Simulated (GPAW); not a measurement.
A self-consistent single point of Sc (P6_3/mmc, 4 atoms in the cell) with GPAW.

Level of theory: LDA (Perdew-Wang 92), GPAW PAW datasets LDA (gpaw-data 1.0.1) (plane waves; GPAW).

```
CELL_PARAMETERS angstrom
      3.33582     0.00000     0.00000
     -1.66791     2.88890     0.00000
      0.00000     0.00000    10.73302
ATOMIC_POSITIONS crystal
  Sc 0.00000 0.00000 0.00000
  Sc 0.00000 0.00000 0.50000
  Sc 0.33333 0.66667 0.25000
  Sc 0.66667 0.33333 0.75000
```

Reference input (self-consistent single point, DFT LDA (Perdew-Wang 92), plane waves, GPAW PAW datasets LDA (gpaw-data 1.0.1)): mode = pw; ecut = 800 eV; xc = LDA; kpts = 7 7 2; mesh shift (steps) = 0 0 0; occupations.name = methfessel-paxton; occupations.width = 0.2 eV; occupations.order = 1; nbands = -12; convergence.density = 1e-05 e/electron; convergence.energy = 1e-05 eV/electron; symmetry.symmorphic = false. This run's input differs from it in these lines:

```diff
@@ -16,4 +16,4 @@
             xc='LDA',
-            kpts={'size': (7, 7, 2), 'gamma': True},
-            occupations={'name': 'methfessel-paxton', 'width': 0.2, 'order': 1},
+            kpts=(9, 9, 3),
+            occupations={'name': 'methfessel-paxton', 'width': 0.3, 'order': 1},
             nbands=-12,
```

The program printed (abridged):

```
     iter     time        total  log10-change:
                         energy   eigst   dens
iter:   1 --:--:--   -20.538989
iter:   2 --:--:--   -20.577162   +0.08  -1.50
iter:   3 --:--:--   -20.365433   -0.05  -1.53
iter:   4 --:--:--   -20.443610   -0.45  -1.85
iter:   5 --:--:--   -20.466034   -0.78  -2.18
   [... 8 lines left out ...]
iter:  14 --:--:--   -20.425710   -2.90  -2.84
iter:  15 --:--:--   -20.426281   -3.58  -3.06
iter:  16 --:--:--   -20.425183   -3.27  -3.00
iter:  17 --:--:--   -20.425222   -3.33  -3.36
iter:  18 --:--:--   -20.425300c  -3.68  -3.48
iter:  19 --:--:--   -20.425372c  -4.10  -3.63
   [... lines left out ...]
iter:  30 --:--:--   -20.425292c  -5.70  -4.80
iter:  31 --:--:--   -20.425287c  -5.95  -4.57
iter:  32 --:--:--   -20.425287c  -6.02  -5.26c
iter:  33 --:--:--   -20.425287c  -6.12  -5.63c
iter:  34 --:--:--   -20.425287c  -6.17  -5.50c
iter:  35 --:--:--   -20.425287c  -6.24  -5.64c
iter:  36 --:--:--   -20.425287c  -6.30  -6.09c
   [... 13 lines left out ...]
iter:  50 --:--:--   -20.425287c  -7.20  -7.11c
iter:  51 --:--:--   -20.425287c  -7.26  -7.09c
iter:  52 --:--:--   -20.425287c  -7.31  -7.43c
iter:  53 --:--:--   -20.425287c  -7.36  -7.52c
iter:  54 --:--:--   -20.425287c  -7.42c -7.50c
Converged after 54 iterations.

Dipole moment: (-0.000000, 0.000000, -0.000000) |e|*Ang

Energy contributions relative to reference atoms: (reference = -82966.512849)

Kinetic:        -11.813029
Potential:      +10.675341
External:        +0.000000
XC:             -19.969904
Entropy (-ST):   -0.023621
Local:           +0.698052
SIC:             +0.000000
--------------------------
Free energy:    -20.433161
Extrapolated:   -20.425287

Showing only first 2 kpts
 Kpt  Band  Eigenvalues  Occupancy
  0    20      5.40162   -0.07029
  0    21      5.79701   -0.00233
  0    22      5.84219   -0.00116
  0    23      6.41983   -0.00000

  1    20      5.39427   -0.06935
  1    21      5.51990   -0.04842
  1    22      6.18409   -0.00000
  1    23      6.46801   -0.00000

Fermi level: 5.04731

No gap
No difference between direct/indirect transitions
Energy (eV): -20.425287

Forces in eV/Ang:
  0 Sc   -0.00000    0.00000    0.00000
  1 Sc   -0.00000    0.00000    0.00000
  2 Sc    0.00000    0.00000    0.00000
  3 Sc    0.00000   -0.00000    0.00000

Stress tensor:
     0.040589    -0.000000     0.000000
    -0.000000     0.040589     0.000000
     0.000000     0.000000     0.044407
Stress (GPa, Voigt): [ 6.5031  6.5031  7.1148  0.      0.     -0.    ]
```

The run converged in 54 iterations. GPAW prints stress with tension positive. Against the reference run the free energy hardly moves (within 1 meV/atom) and the pressure goes from -6.82 to -6.71 GPa.

The starting cell was generated: these elements placed on a structure prototype, without a prior relaxation; it need not be a known phase or ordering of this composition. Its lattice was rescaled by a random factor within 2.5 % of one. With a pressure of about -7 GPa the cell is away from its equilibrium volume at this level.

Cost on one core of a shared machine: roughly 8 min.
